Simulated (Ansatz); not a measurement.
A user runs Ansatz (a program for electronic structure) on CsSiBiS₄ (P1, 28 atoms in the cell) and asks whether the run is sound. The aim is a self-consistent single point with DFT, LDA (PW92), plane waves, default PAW files made with PBE.

Cell that was meant: a = 9.3351 Å, b = 6.9313 Å, c = 12.8115 Å, α = 90.00°, β = 109.10°, γ = 90.00°.

Part of the input:

Ansatz 0.2 input:
```yaml
    - { symbol: S, position: [0.68802200, 0.76644400, 0.44994900] }
    - { symbol: S, position: [0.68915400, 0.73509600, 0.95005000] }
    - { symbol: S, position: [0.31233900, 0.23659000, 0.54828500] }
basis:
  ecutwfc: 60
kpoints:
  mp_grid: { grid: [2, 3, 2] }
hamiltonian:
```

The program printed (abridged):

```
   [... lines left out ...]
PAW frozen core: S, regenerated for the run's functional, and the local potential with it
Initial density: superposition of atomic densities (neutral atoms: chi_scale 0, normalization atom), corrected by the library's trained network
Initial wavefunctions: pseudopotential atomic-orbital guess
Eigensolver: davidson
Functional: x = slater, c = lda
SCF iter   1: F=—  HF=-85411.031999 eV  |F-HF|=—  |Δ(HF+E_count)|=         —  Δρ=4.30e-1  dr2=2.82e3  ethr=1.77e-3  ⟨swp⟩=10.0  Hψ=6467  notcnv=0  defer=7
all-band conjugate gradients solve this SCF's bands
preconditioner: auto → LDOS
SCF iter   2: F=—  HF=-84632.113530 eV  |F-HF|=—  |Δ(HF+E_count)|=    7.79e2  S|Δr|=    0.00e0  Δρ=1.45e-1  dr2=3.16e2  ethr=1.77e-3  ⟨swp⟩=13.9  Hψ=8422  notcnv=0  defer=161
   [... lines left out ...]
SCF iter  12: F=—  HF=-84424.633514 eV  |F-HF|=—  |Δ(HF+E_count)|=   8.10e-7  S|Δr|=    0.00e0  Δρ=7.49e-6  dr2=1.46e-6  ethr=4.50e-9  ⟨swp⟩=2.1  Hψ=1264  notcnv=0  defer=163
SCF iter  13: F=—  HF=-84424.633514 eV  |F-HF|=—  |Δ(HF+E_count)|=   1.54e-7  S|Δr|=    0.00e0  Δρ=3.08e-6  dr2=2.39e-7  ethr=7.01e-10  ⟨swp⟩=2.1  Hψ=1299  notcnv=0  defer=163
SCF iter  14: F=-84424.633514 eV  HF=-84424.633514 eV  |F-HF|=1.97e-8  |Δ(HF+E_count)|=   2.25e-8  S|Δr|=    0.00e0  Δρ=1.05e-6  dr2=2.55e-8  ethr=4.81e-11  ⟨swp⟩=18.0  Hψ=6418  notcnv=0
SCF 1 converged in 14 iterations: F = -84424.633514 eV  dr2 = 2.55e-8
the forces of this run sum to 1.856e0 eV/Å along one axis, over √28 times 1.000e-2 eV/Å (the walk's relax.f_tol, or that key's default on a run that moves no …
Stability not checked (fill_not_monotonic)
Free energy (F): -84424.633514 eV
Internal energy: -84424.634601 eV  (E = F + TS)
E sigma→0 (E₀):  -84424.633876 eV
Entropy (-TS):   0.001087 eV (0.039 meV/atom)
Fermi energy:    7.885703 eV
   [... lines left out ...]
  atom  28  S      1.32943321     2.39156704    -1.40699130
--- Stress (GPa, compression-positive) ---
       10.375525       0.021183      -1.814057
        0.021183       6.328263       0.029600
       -1.814057       0.029600      11.736737
  P = ⅓ Tr σ = 9.4802 GPa (94.802 kbar)
  The stress holds the Pulay correction. Without it, at fixed plane waves, as pw.x and ABINIT print it: P = -112.6513 GPa
```

### Question
Can these results be used? Check the input.

### Answer
The run is not sound. The fault is this: a cutoff meant in Ry typed as a bare number, read as eV. A bare number is read in the key's own unit, and eV, Ry (13.6 eV) and Ha (27.2 eV) lie far apart, so the setting ends up far from the one that was meant. To fix it, convert the value to the unit that the key expects. The run converged in 14 iterations without an error; against the sound input the free energy goes up by 82.5 eV/atom, the pressure goes from -0.70 to 9.48 GPa, the largest force goes from 0.793 to 5.138 eV/Å and no clean gap remains on the mesh (levels overlap or are partly filled), against 2.20 eV before. At a fixed set of plane waves, without the program's Pulay estimate, the pressure is -112.65 GPa against -0.71 GPa.

The sound input it was made from differs as follows (other fixes are possible):
```diff
-basis:
-  ecutwfc: 60
```

With that input, the run converged in 8 iterations: free energy E − TS (on the zero of these files) -86733.2645 eV; top of the valence band (on the code's own zero) 4.65 eV; gap on the k-point mesh 2.20 eV; pressure -0.70 GPa; largest force (vector length) 0.793 eV/Å (DFT, LDA (PW92), plane waves, default PAW files made with PBE).

On the sound input: the starting cell comes from a database of published, mostly measured structures (it also holds non-ambient and calculated ones), without a prior relaxation at this level. Its atoms were displaced at random from the sites of space group no. 14. Spin-orbit coupling is off. Ansatz's pressure includes its estimate of the finite-basis (Pulay) stress.
